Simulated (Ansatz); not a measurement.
```
CELL_PARAMETERS angstrom
     19.50000     0.00000     0.00000
      0.00000    14.50000     0.00000
      0.00000     0.00000     5.67469
ATOMIC_POSITIONS crystal
  Se 0.28169 0.38605 0.66157
  Mo 0.30487 0.50000 0.35525
  Se 0.28169 0.61395 0.66157
  Se 0.37378 0.37637 0.15809
  Mo 0.36668 0.50000 0.85122
  Se 0.37378 0.62363 0.15809
  Se 0.45419 0.38866 0.66605
  Mo 0.45557 0.50000 0.32212
  Se 0.45419 0.61134 0.66605
  Se 0.54581 0.38866 0.16605
  Mo 0.54443 0.50000 0.82212
  Se 0.54581 0.61134 0.16605
  Se 0.62622 0.37637 0.65809
  Mo 0.63332 0.50000 0.35122
  Se 0.62622 0.62363 0.65809
  Se 0.71831 0.38605 0.16157
  Mo 0.69513 0.50000 0.85525
  Se 0.71831 0.61395 0.16157
```

Method: PBE (plane waves to 420 eV, PAW; Ansatz, a quantum-chemistry and plane-wave program). Mesh 1×1×6. No spin polarisation, so a magnetic state wasn't tested. Isolated but for its images some 11 Å away. A hypothetical model, cut from the flat sheet. It keeps the symmetry and period of its start, so it need not be a minimum against all distortions. Values not marked SOC lack spin–orbit coupling.

Tabulate the two highest filled and two lowest empty levels along the axis, from the valence top.


| k (2π/c) | v2 (eV) | v1 (eV) | c1 (eV) | c2 (eV) |
|---|---|---|---|---|
| 0.000 | -0.16 | -0.05 | 0.33 | 0.43 |
| 0.042 | -0.15 | -0.04 | 0.34 | 0.44 |
| 0.083 | -0.14 | -0.04 | 0.38 | 0.45 |
| 0.125 | -0.12 | -0.04 | 0.43 | 0.43 |
| 0.167 | -0.09 | -0.05 | 0.41 | 0.50 |
| 0.208 | -0.06 | -0.06 | 0.38 | 0.52 |
| 0.250 | -0.07 | -0.03 | 0.36 | 0.51 |
| 0.292 | -0.09 | -0.01 | 0.36 | 0.51 |
| 0.333 | -0.10 | 0.00 | 0.36 | 0.50 |
| 0.375 | -0.13 | -0.01 | 0.38 | 0.49 |
| 0.417 | -0.11 | -0.02 | 0.40 | 0.48 |
| 0.458 | -0.09 | -0.04 | 0.42 | 0.46 |
| 0.500 | -0.07 | -0.07 | 0.44 | 0.44 |
